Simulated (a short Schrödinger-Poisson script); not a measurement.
## Gated Al0.2Ga0.8As/GaAs modulation-doped gas in a quantum well

System: gated Al0.2Ga0.8As/GaAs modulation-doped gas in a quantum well, at 77 K.

| layer | material | thickness (nm) | Nd (cm⁻³) | Na (cm⁻³) |
|---|---|---|---|---|
| 1 | Al0.2Ga0.8As | 10 | - | - |
| 2 | Al0.2Ga0.8As | 30 | 1.2e18 | - |
| 3 | Al0.2Ga0.8As | 5 | - | - |
| 4 | GaAs | 10 | - | - |
| 5 | Al0.2Ga0.8As | 4000 | - | 2e15 |

The device is made up for the run: typed textbook-type constants, with dimensions and the other settings drawn at random. Al0.2Ga0.8As: permittivity 12.33, conduction-band edge (eV) 0.158, gap (eV) 1.673, electron mass (mₑ) 0.0836, Nv at 300 K (cm⁻³) 9e18. GaAs: permittivity 12.9, conduction-band edge (eV) 0, gap (eV) 1.424, Nv at 300 K (cm⁻³) 9e18.

Channel valleys (confinement mass, in-plane density-of-states mass, number): Γ 0.067, 0.067, 1. At the gate the conduction-band edge of layer 1 lies 0.91 eV − eVg above the Fermi level of the channel; the field vanishes at the back. Donor level 0.05 eV below the band edge. The barrier under the gate holds no holes. Gaps are held at their typed values at every temperature. Mesh 0.08 nm at interfaces.

Solved with a short Schrödinger-Poisson script written for these runs: 1D Poisson equation in equilibrium, electrons quantum, Hartree (BenDaniel-Duke, 40 states a valley, the channel's in-plane mass for all, wave functions free to enter the barrier), parabolic valleys, classical holes, donors ionised by Fermi statistics, acceptors fully, no traps, pinning or gate leakage.

| Vg (V) | electrons (cm⁻²) | in the channel layer | C (μF/cm²) | Γ E0 (meV) | Γ E1 (meV) |
|---|---|---|---|---|---|
| 0.5 | 2.53e11 | 2.36e11 | 0.486 | -7.0 | 52.4 |
| 0.45 | 2.52e11 | 2.35e11 | 0.461 | -7.0 | 53.8 |
| 0.4 | 2.51e11 | 2.34e11 | 0.439 | -7.0 | 55.1 |
| 0.35 | 2.50e11 | 2.33e11 | 0.419 | -6.9 | 56.6 |
| 0.3 | 2.49e11 | 2.32e11 | 0.403 | -6.9 | 58.0 |
| 0.25 | 2.47e11 | 2.31e11 | 0.387 | -6.8 | 59.5 |
| 0.2 | 2.45e11 | 2.29e11 | 0.374 | -6.7 | 60.9 |
| 0.15 | 2.43e11 | 2.28e11 | 0.361 | -6.6 | 62.3 |
| 0.1 | 2.41e11 | 2.25e11 | 0.350 | -6.5 | 63.6 |
| 0.05 | 2.38e11 | 2.23e11 | 0.339 | -6.3 | 64.8 |
| 0 | 2.34e11 | 2.19e11 | 0.329 | -6.1 | 65.8 |
| -0.05 | 2.29e11 | 2.14e11 | 0.318 | -5.9 | 66.8 |
| -0.1 | 2.22e11 | 2.08e11 | 0.308 | -5.5 | 67.7 |
| -0.15 | 2.12e11 | 1.99e11 | 0.296 | -5.0 | 68.8 |
| -0.2 | 1.97e11 | 1.85e11 | 0.281 | -4.2 | 70.1 |
| -0.25 | 1.72e11 | 1.61e11 | 0.257 | -2.8 | 72.1 |
| -0.3 | 1.29e11 | 1.21e11 | 0.226 | 0.0 | 75.6 |
| -0.35 | 7.16e10 | 6.75e10 | 0.201 | 5.0 | 81.4 |

Subbands count from the Fermi level.
